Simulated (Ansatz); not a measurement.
Consider InSb in the zinc blende structure (space group F-43m, No. 216; a = 6.635 Å).

Now apply this change: every lattice vector is stretched by 3.14 %, atoms relaxed at fixed cell.

Levels (all Ansatz, a first-principles code, PAW): PBE (420 eV, spin-orbit coupling left out); r2SCAN (500 eV, no spin-orbit coupling).

The geometry is relaxed with PBE.

- PBE pressure = -2.7 GPa

With r2SCAN at the same geometry, the pressure shrinks by 1.4 GPa (-2.7 GPa → -4.1 GPa).

Single points use the geometry relaxed with PBE. Their cutoffs differ, which shifts pressures a little. The cells carry an imposed strain or load. No phonon test of stability was made. The final runs are not spin-polarised.
